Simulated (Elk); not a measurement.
## Worked example: self-consistent single point of Ir (Fm-3m, 1 atom in the cell) in Elk

Level of theory: PBE, all-electron FP-LAPW, Elk's shipped species files, APW+lo basis with extra local orbitals in Elk.

This input was run:

```
tasks
  0

xctype
  20

rgkmax
  8.0

gmaxvr
  14.0

nxlo
  2

lorbcnd
  .true.

rmtscf
  0.86

lmaxi
  3

swidth
  0.00367493

maxscl
  100

scale
  1.889726125

avec
    0.0000000000    1.9104000000    1.9104000000
    1.9104000000    0.0000000000    1.9104000000
    1.9104000000    1.9104000000    0.0000000000

atoms
  1
  'Ir.in'
  1
  0.0000000000  0.0000000000  0.0000000000    0.0 0.0 0.0

ngridk
  15 15 15
```

Output, abridged:

```
│ Elk code version 10.2.4 │

All units are atomic (Hartree, Bohr, etc.)

│ Ground-state run starting from atomic densities │

Lattice vectors :
   0.000000000       3.610132789       3.610132789
   3.610132789       0.000000000       3.610132789
   3.610132789       3.610132789       0.000000000

Unit cell volume      :    94.10214551
Brillouin zone volume :    2.635967672

Muffin-tin inner radius fraction :   0.1000000000E-01

Nuclei treated as point charges

Species :    1 (Ir)
 parameters loaded from : Ir.in
 name : iridium
 nuclear charge    :   -77.00000000
 electronic charge :    77.00000000
 atomic mass :    350390.1559
 muffin-tin radius :    2.408000000
 number of radial points in muffin-tin :    697
 atomic positions (lattice), magnetic fields (Cartesian) :
   1 :   0.00000000  0.00000000  0.00000000    0.00000000  0.00000000  0.00000000

Total number of atoms per unit cell :    1

Spin treatment :
 spin-unpolarised

Number of Bravais lattice symmetries :   48
Number of crystal symmetries         :   48
Crystal has inversion symmetry
Real symmetric eigensolver will be used

k-point grid :     15    15    15
k-point offset :    0.000000000       0.000000000       0.000000000
k-point set is reduced with full crystal symmetry group
Total number of k-points :      120

Muffin-tin radius times maximum |G+k| :    8.000000000
 using average radius
Maximum |G+k| for APW functions       :    3.322259136
Maximum (1/2)|G+k|²                   :    5.518702884
Maximum |G| for potential and density :    14.00000000
 potential will be trimmed for |G| > 2 gkmax
Constant for pseudocharge density :    8
Radial integration step length :    4

G-vector grid sizes :     24    24    24
Number of G-vectors :     4285

Maximum angular momentum used for
 APW functions                      :    8
 outer part of muffin-tin           :    6
 inner part of muffin-tin           :    3

Total nuclear charge    :   -77.00000000
Total core charge       :    48.00000000
Total valence charge    :    29.00000000
Total excess charge     :    0.000000000
Total electronic charge :    77.00000000

Effective Wigner radius, rₛ :   0.6632441025

Number of empty states         :    4
Total number of valence states :   19
Total number of core states    :   48

Conduction state local-orbitals added automatically
Total number of local-orbitals :  100

Exchange-correlation functional :     20     0     0
 Perdew-Burke-Ernzerhof, Phys. Rev. Lett. 77, 3865 (1996)
 gradient requirement :    1
 generalised gradient approximation (GGA)

Smearing type :    3
 Fermi-Dirac
Smearing width :   0.3674930000E-02
Effective electronic temperature (K) :    1160.451112

Mixing type :    3
 Broyden mixing, J. Phys. A: Math. Gen. 17, L317 (1984)

Kohn-Sham potential initialised from atomic data

│ Self-consistent loop started │
│ Loop number : 1 │
 total energy                :     -17863.0552423
│ Loop number : 2 │
 total energy                :     -17863.2211138
RMS change in Kohn-Sham potential (target) :   0.1410550600     (  0.1000000000E-05)
Absolute change in total energy (target)   :   0.1658715498     (  0.1000000000E-03)
│ Loop number : 3 │
 total energy                :     -17863.2339157
RMS change in Kohn-Sham potential (target) :   0.1382316853     (  0.1000000000E-05)
Absolute change in total energy (target)   :   0.5426981172E-01 (  0.1000000000E-03)
│ Loop number : 4 │
 total energy                :     -17861.9910058
RMS change in Kohn-Sham potential (target) :   0.1051169630     (  0.1000000000E-05)
Absolute change in total energy (target)   :    1.229342446     (  0.1000000000E-03)
│ Loop number : 5 │
 total energy                :     -17859.7757230
RMS change in Kohn-Sham potential (target) :   0.4379536793E-01 (  0.1000000000E-05)
Absolute change in total energy (target)   :    2.522618502     (  0.1000000000E-03)
│ Loop number : 6 │
 total energy                :     -17858.6856704
RMS change in Kohn-Sham potential (target) :   0.1280919578E-01 (  0.1000000000E-05)
Absolute change in total energy (target)   :    1.720707151     (  0.1000000000E-03)
│ Loop number : 7 │
 total energy                :     -17858.2637914
RMS change in Kohn-Sham potential (target) :   0.3459255596E-03 (  0.1000000000E-05)
Absolute change in total energy (target)   :   0.8520558587     (  0.1000000000E-03)
│ Loop number : 8 │
 total energy                :     -17858.2552905
RMS change in Kohn-Sham potential (target) :   0.1765158894E-03 (  0.1000000000E-05)
Absolute change in total energy (target)   :   0.2215148634     (  0.1000000000E-03)
│ Loop number : 9 │
 total energy                :     -17858.2606804
RMS change in Kohn-Sham potential (target) :   0.5241197209E-04 (  0.1000000000E-05)
Absolute change in total energy (target)   :   0.4998873684E-01 (  0.1000000000E-03)
│ Loop number : 10 │
 total energy                :     -17858.2601139
RMS change in Kohn-Sham potential (target) :   0.9394077231E-05 (  0.1000000000E-05)
Absolute change in total energy (target)   :   0.1306372758E-01 (  0.1000000000E-03)
│ Loop number : 11 │
 total energy                :     -17858.2593283
RMS change in Kohn-Sham potential (target) :   0.3513879409E-05 (  0.1000000000E-05)
Absolute change in total energy (target)   :   0.4051509233E-02 (  0.1000000000E-03)
│ Loop number : 12 │
 total energy                :     -17858.2589195
RMS change in Kohn-Sham potential (target) :   0.8674754466E-06 (  0.1000000000E-05)
Absolute change in total energy (target)   :   0.1421654579E-02 (  0.1000000000E-03)
│ Loop number : 13 │
 total energy                :     -17858.2589258
RMS change in Kohn-Sham potential (target) :   0.3658214999E-06 (  0.1000000000E-05)
Absolute change in total energy (target)   :   0.3491604730E-03 (  0.1000000000E-03)
│ Loop number : 14 │
 total energy                :     -17858.2589361
RMS change in Kohn-Sham potential (target) :   0.4293710687E-07 (  0.1000000000E-05)
Absolute change in total energy (target)   :   0.7699355046E-04 (  0.1000000000E-03)
Convergence targets achieved

│ Loop number : 15 │

Energies :
 Fermi                       :     0.575456770916
 sum of eigenvalues          :     -10948.4064225
 electron kinetic            :      20354.2429004
 core electron kinetic       :      19587.9933014
 Coulomb                     :     -37863.1607536
 Coulomb potential           :     -30845.6288091
 nuclear-nuclear             :     -1465.09360738
 electron-nuclear            :     -41950.5054833
 Hartree                     :      5552.43833712
 Madelung                    :     -22440.3463490
 xc potential                :     -457.020513849
 exchange                    :     -344.624300678
 correlation                 :     -4.71579344207
 electron entropic           :    -0.988131771116E-03
 total energy                :     -17858.2589354

Density of states at Fermi energy :    21.89555401
 (states/Hartree/unit cell)

Estimated indirect band gap :   0.6042286151E-03
 from k-point     58 to k-point    100
Estimated direct band gap   :   0.2925977461E-01
 at k-point     26

Charges :
 core                        :    48.00000000
 valence                     :    29.00000000
 interstitial                :    1.799166717
 muffin-tins (core leakage)
  species :    1 (Ir)
   atom    1                 :    75.20083328     (  0.1781398246E-02)
 total in muffin-tins        :    75.20083328
 total calculated charge     :    76.99421478
 total charge                :    77.00000000
 error                       :   0.5785216908E-02

│ Self-consistent loop stopped │
```

The run converged in 15 iterations. The count includes the last loop, which Elk runs after its targets are met.

The starting cell has typed, rounded lattice constants, without a prior relaxation at this level. Its lattice was rescaled by up to half a per cent. Spin-orbit coupling is off. Spin polarisation is off. Values depend on the basis (sphere radii, cutoffs, local orbitals), which need not be converged. The log's line on a gap gives a spacing of levels on this mesh, which the program prints for metals too.
